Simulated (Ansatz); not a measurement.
Structures of equal composition on the (111)A surface of 3C silicon carbide (Si plane on top): (√3x√3)R30° Ge adatom at H3; (√3x√3)R30° Ge adatom at T4. The slabs share one bottom face, and each structure is named by its start. These are constructed structures in small cells; real faces may alloy, dewet or reconstruct in larger ones, and not all known structures of the face are among them. Slabs of about 10 Å with all that they carry, Fermi-Dirac smearing of 0.025 eV. Bottom of the slabs: H caps. Relaxed from the named starts with such symmetry as they have, on meshes of like density; energies extrapolated to zero smearing; no spin-orbit coupling, no U. Spin-polarised runs, if any, are marked in brackets, and their order is one that fits the cell; the others ran without spin. Where a second, spin-polarised start was run, the lower counts.

Host crystal: 3C silicon carbide, with a band gap (PBE, scalar-relativistic without spin-orbit coupling).

All values below come from r2SCAN, at the PBE geometry (plane waves to 500 eV, PAW; Ansatz, a program for electronic structure).

Question: Order them by energy per 1x1 cell (lowest first) at the level r2SCAN, at the PBE geometry.

Answer: (√3x√3)R30° Ge adatom at T4 (0.000 eV [spin, 1.0 μB a cell], gap 0.59 eV on the mesh), (√3x√3)R30° Ge adatom at H3 (0.174 eV [spin, 1.0 μB a cell], gap 0.62 eV on the mesh)
